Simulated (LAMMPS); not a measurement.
Quenches at 1e+14 K/s across the composition of Pd (fcc) with a share x of Pd sites Pt; each row starts from its own melt temperature.

Computed with classical MD, pair style eam, the elements' _u3.eam files (universal-3 set of Foiles, Baskes and Daw), run in LAMMPS.

| x | density | state |
|---|---|---|
| 0.25 | 14.1 g/cm³ (one sample) | partly crystallised |
| 0.5 | 16.5 g/cm³ (one sample) | glass |
| 0.75 | 18.8 g/cm³ (one sample) | glass |

Caution (row 0.25): the cell keeps the atom count and shape of the starting crystal, which eases freezing.
